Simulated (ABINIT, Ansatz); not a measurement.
**TaAs (I4_1md, 4 atoms in the cell) computed with different codes at matched settings**

Self-consistent single point.

```
CELL_PARAMETERS angstrom
     -1.74764     1.74764     5.95596
      1.74764    -1.74764     5.95596
      1.74764     1.74764    -5.95596
ATOMIC_POSITIONS crystal
  Ta 0.49997 0.99997 0.50000
  Ta 0.74997 0.74997 0.00000
  As 0.08263 0.58263 0.50000
  As 0.33263 0.33263 0.00000
```

Shared settings, as Ansatz (a first-principles code) writes them: kpoints.mp_grid.grid = 4 4 4; scf.occupations.method = fermi_dirac; scf.occupations.width = 0.1 eV. Potentials and cutoffs stand in the table.

```tsv
code	model	pressure (GPa)	largest force (eV/Å)	cutoff
ABINIT	PBE, norm-conserving pseudopotentials (PseudoDojo nc-sr-05 PBE standard)	-4.77	0.017	42 Ha
Ansatz	PBE, PAW files	-4.93	0.018	420 eV
```

On Ansatz's run: spin-orbit coupling is off. Spin polarisation is off.

The spread over the programs that give each value: pressure within 0.16 GPa; largest force within 0.001 eV/Å.

Ansatz's pressure is given at a fixed set of plane waves, as the other plane-wave codes print theirs; with its correction for the finite basis it is -4.90 GPa.

On the base mesh (8 8 8) the same programs gave: Ansatz pressure -5.36 GPa; ABINIT pressure -5.19 GPa.

The values differ from the base mesh's, so the mesh still matters here: the table compares the programs at equal settings.

The starting cell comes from a database of computed structures (which also holds hypothetical and non-ambient phases and stackings), without a prior relaxation at this level. Its lattice was rescaled by a random factor within 2.5 % of one.

Left out of this page: CP2K (on another mesh); Elk (not drawn, or without a comparable value); FLEUR (with a known weakness of the program).

Keys are those of Ansatz 0.2.
